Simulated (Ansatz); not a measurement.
CdS (P6_3mc) under hydrostatic pressure (compression positive): electron conductivity mass by r2SCAN with spin-orbit coupling, rigid bands (plane waves, PAW; Ansatz, a first-principles code). The unloaded cell, whose axes the loads refer to:

```
CdS
1.0
    4.12381     0.00000     0.00000
   -2.06191     3.57133     0.00000
    0.00000     0.00000     6.71000
Cd S
2 2
Direct
  0.33333   0.66667   0.99925
  0.66667   0.33333   0.49925
  0.33333   0.66667   0.37575
  0.66667   0.33333   0.87575
```

```json
[
 {"hydrostatic pressure (compression positive) (GPa)": "-2.4", "volume per atom (Å³)": "25.80", "electron conductivity mass (mₑ)": "0.167"},
 {"hydrostatic pressure (compression positive) (GPa)": "-1.6", "volume per atom (Å³)": "25.40", "electron conductivity mass (mₑ)": "0.169"},
 {"hydrostatic pressure (compression positive) (GPa)": "-0.8", "volume per atom (Å³)": "25.04", "electron conductivity mass (mₑ)": "0.171"},
 {"hydrostatic pressure (compression positive) (GPa)": "0", "volume per atom (Å³)": "24.71", "electron conductivity mass (mₑ)": "0.172"},
 {"hydrostatic pressure (compression positive) (GPa)": "0.8", "volume per atom (Å³)": "24.39", "electron conductivity mass (mₑ)": "0.174"},
 {"hydrostatic pressure (compression positive) (GPa)": "1.6", "volume per atom (Å³)": "24.10", "electron conductivity mass (mₑ)": "0.175"},
 {"hydrostatic pressure (compression positive) (GPa)": "3.2", "volume per atom (Å³)": "23.57", "electron conductivity mass (mₑ)": "0.177"},
 {"hydrostatic pressure (compression positive) (GPa)": "4.8", "volume per atom (Å³)": "23.10", "electron conductivity mass (mₑ)": "?"}
]
```

Problem. Fit a straight line to ln(electron conductivity mass) against the load over the rows given, and predict the row at 4.8 GPa.

Solution. The means are x̄ = 0.114 GPa and ȳ = -1.7596; Σ(x − x̄)(y − ȳ) = 0.2317 and Σ(x − x̄)² = 22.31, so the slope is 1.04 % per GPa, and the rows given lie within 0.40 % of the line. At 4.8 GPa the line gives 0.181 mₑ; the calculation gives 0.180 mₑ, 0.39 % from it.

Masses are for dilute carriers at 300 K, harmonic means over directions unless an axis is named. Stresses and pressures are the targets of the relaxation. The structure type is held at every load. Geometry: cell and atoms relaxed with PBEsol.
